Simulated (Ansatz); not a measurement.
Inside the gap of an insulator the Bloch states are evanescent, with a wavenumber k + iκ along the transport direction.

Input:

```yaml
crystal:
  lattice:
    - [4.99740, 0.00000, 0.00000]
    - [-2.49870, 4.32788, 0.00000]
    - [2.49870, 1.44263, 4.48355]
  atoms:
    - { symbol: Ga, position: [0.28882, 0.14441, 0.56677] }
    - { symbol: Ga, position: [0.71118, 0.85559, 0.43323] }
    - { symbol: Ga, position: [0.71118, 0.35559, 0.93323] }
    - { symbol: Ga, position: [0.28882, 0.64441, 0.06677] }
    - { symbol: O, position: [0.80316, 0.55316, 0.25000] }
    - { symbol: O, position: [0.19684, 0.44684, 0.75000] }
    - { symbol: O, position: [0.19684, 0.25000, 0.25000] }
    - { symbol: O, position: [0.80316, 0.75000, 0.75000] }
    - { symbol: O, position: [0.50000, 0.94684, 0.25000] }
    - { symbol: O, position: [0.50000, 0.05316, 0.75000] }
```

The cell is taken as given; by r2SCAN it stands under a pressure of -1.4 GPa.

Transport runs along the normal of the first two printed cell vectors, the (001) plane of the conventional cell.

The gap is the functional's own. No spin-orbit coupling. Mid-gap values are those at the computed energy nearest the middle.

Question: Estimate the band gap and the smallest decay constant κ at mid-gap that r2SCAN in Ansatz (a first-principles code) returns for this system.

Answer: Gap 3.50 eV on a 8×8×8 mesh; κ = 0.244 1/Å, at the zone centre.
